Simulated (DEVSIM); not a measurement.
System: Mo/SiO2/p-Ge capacitor, at 300 K.

```tsv
layer (left to right)	material	thickness (nm)	Na (cm⁻³)
1	SiO2	32.0	-
2	Ge	17000	1.2e15
```

Metal gate on the left, work function 4.6 eV. Fixed charge at the semiconductor interface 0 cm⁻² (in units of +e); no interface traps.

Constants are typed, rounded textbook-type inputs, not results; the design itself was drawn at random and stands for no fabricated device. Values at 300 K.

```tsv
parameter	SiO2	Ge
gap (eV)	9	0.664
affinity (eV)	0.9	4
permittivity	3.9	16
Nc (cm⁻³)	-	1.04e19
Nv (cm⁻³)	-	6e18
```

DEVSIM, 1D Poisson equation in equilibrium, Boltzmann statistics, complete ionisation; no quantum confinement or tunnelling. Metal contacts follow the ideal Schottky-Mott rule: no Fermi-level pinning, no interface dipoles.

Q: Give the band bending (positive: bands bend down) and minority sheet density.

A: 
| Vg (V) | ψs (V) | minority carriers (cm⁻²) |
|---|---|---|
| -0.8 | -0.162 | 6.1e8 |
| -0.65 | -0.152 | 6.1e8 |
| -0.5 | -0.140 | 6.1e8 |
| -0.35 | -0.125 | 6.1e8 |
| -0.2 | -0.105 | 6.1e8 |
| -0.05 | -0.075 | 6.1e8 |
| 0.1 | -0.026 | 6.2e8 |
| 0.25 | 0.055 | 6.4e8 |
| 0.4 | 0.163 | 1.5e9 |
| 0.55 | 0.257 | 2.4e10 |
| 0.7 | 0.303 | 9.0e10 |
| 0.85 | 0.328 | 1.7e11 |
| 1 | 0.345 | 2.6e11 |
| 1.15 | 0.359 | 3.5e11 |
| 1.3 | 0.369 | 4.5e11 |
| 1.45 | 0.378 | 5.4e11 |
| 1.6 | 0.386 | 6.4e11 |
